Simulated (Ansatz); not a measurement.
# PtTe2, thickness series

Take PtTe$_{2}$ (space group P-3m1, No. 164; layered) as the base.

```
CELL_PARAMETERS angstrom
      4.05230     0.00000     0.00000
     -2.02615     3.50939     0.00000
      0.00000     0.00000     5.09639
ATOMIC_POSITIONS crystal
  Pt 0.00000 0.00000 0.00000
  Te 0.33333 0.66667 0.26693
  Te 0.66667 0.33333 0.73307
```

Free-standing slabs (3 atom(s) a layer) normal to the stacking axis with 15 Å of vacuum; in-plane cell relaxed.

The values are results of Ansatz (a first-principles code), PBE-D3(BJ), PAW, cutoff 420 eV, no spin-orbit coupling, not measurements.

Computed cases, in order: 1 layer; 2 layers; 3 layers; 4 layers.

Task: Between which two neighbouring cases does the band gap open or close?

Result: Between 1 layer (0.66 eV) and 2 layers (zero). The whole series: 1 layer: 0.66 eV; 2 layers: zero; 3 layers: zero; 4 layers: zero.

With Pt and Te present, leaving out spin-orbit coupling can change the band edges. Stability against distortions was not tested. The final runs are not spin-polarised.
